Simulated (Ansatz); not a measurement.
Hypothetical diamond Ga: thickness series

Start from Ga in the diamond structure (space group Fd-3m, No. 227; a hypothetical phase, not in the database extracts checked).

```
CELL_PARAMETERS angstrom
      0.00000     2.87896     2.87896
      2.87896     0.00000     2.87896
      2.87896     2.87896     0.00000
ATOMIC_POSITIONS crystal
  Ga 0.75000 0.75000 0.75000
  Ga 0.50000 0.50000 0.50000
```

Cartesian axes are those of the cell as printed.

Free-standing slabs (2 atom(s) a layer) normal to [110] with 15 Å of vacuum; in-plane cell held at bulk.

Method: PBEsol/PAW in Ansatz (a program for electronic structure), no spin-orbit coupling.

Notes on the quantities. excess energy per area of both faces: slab less bulk energy over the cell's area: twice a surface energy; uncertain by up to 0.10 J/m²; layer's space group: with vacuum.

```json
[
 {"variant": "base", "excess energy per area of both faces": "–", "layer's space group": "–", "thickness between the outermost nuclei": "–", "shortest interatomic distance": "4.712 bohr"},
 {"variant": "1 layer", "excess energy per area of both faces": "–", "layer's space group": "Pmma (No. 51)", "thickness between the outermost nuclei": "–", "shortest interatomic distance": "4.785 bohr"},
 {"variant": "2 layers", "excess energy per area of both faces": "1.22 J/m²", "layer's space group": "Pmna (No. 53)", "thickness between the outermost nuclei": "1.79 Å", "shortest interatomic distance": "4.480 bohr"},
 {"variant": "3 layers", "excess energy per area of both faces": "1.20 J/m²", "layer's space group": "Pmma (No. 51)", "thickness between the outermost nuclei": "3.52 Å", "shortest interatomic distance": "4.421 bohr"},
 {"variant": "4 layers", "excess energy per area of both faces": "1.15 J/m²", "layer's space group": "Pmna (No. 53)", "thickness between the outermost nuclei": "5.89 Å", "shortest interatomic distance": "4.628 bohr"},
 {"variant": "5 layers", "excess energy per area of both faces": "1.2 J/m²", "layer's space group": "Pmma (No. 51)", "thickness between the outermost nuclei": "7.62 Å", "shortest interatomic distance": "4.556 bohr"},
 {"variant": "6 layers", "excess energy per area of both faces": "1.2 J/m²", "layer's space group": "Pmna (No. 53)", "thickness between the outermost nuclei": "9.98 Å", "shortest interatomic distance": "4.626 bohr"},
 {"variant": "7 layers", "excess energy per area of both faces": "1.2 J/m²", "layer's space group": "Pmma (No. 51)", "thickness between the outermost nuclei": "11.74 Å", "shortest interatomic distance": "4.591 bohr"}
]
```

The excess energy carries the mismatch between the slab's and the bulk's meshes. No phonon test of stability was made.
